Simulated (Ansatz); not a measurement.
The reference is WC (space group P-6m2, No. 187; a = 2.899 Å, c = 2.828 Å).

Structures relaxed with PBEsol, PAW, 420 eV (Ansatz, a first-principles code; no spin-orbit coupling), earlier PAW set.

Base:

Simulated powder pattern, Cu Kα, λ = 1.54184 Å (kinematic, ideal powder, no thermal factors, no anomalous dispersion; the 8 strongest lines at most, above 2 %, up to 2θ = 90°):

```tsv
2θ (°)	I/Imax (%)	hkl
31.64	43	(001)
35.77	100	(100)
48.49	96	(101)
64.27	22	(110)
73.41	25	(111)
75.79	12	(200)
77.47	23	(102)
84.44	20	(201)
```

The change: every C is replaced by Si; the structure is relaxed again.

After the change:

Simulated powder pattern, Cu Kα, λ = 1.54184 Å (kinematic, ideal powder, no thermal factors, no anomalous dispersion; the 8 strongest lines at most, above 2 %, up to 2θ = 90°):

| 2θ (°) | d (Å) | I/Imax (%) | hkl |
|---|---|---|---|
| 25.38 | 3.509 | 37 | (001) |
| 33.31 | 2.690 | 70 | (100) |
| 42.34 | 2.135 | 100 | (101) |
| 59.52 | 1.553 | 21 | (110) |
| 63.28 | 1.470 | 23 | (102) |
| 65.75 | 1.420 | 17 | (111) |
| 75.74 | 1.256 | 19 | (201) |
| 83.04 | 1.163 | 17 | (112) |

The indices refer to each structure's own conventional cell; one index is shown for lines that coincide.

Stability against distortions was not tested. As relaxed here, WSi is a hypothetical phase, not in the database extracts checked. The final runs are not spin-polarised.
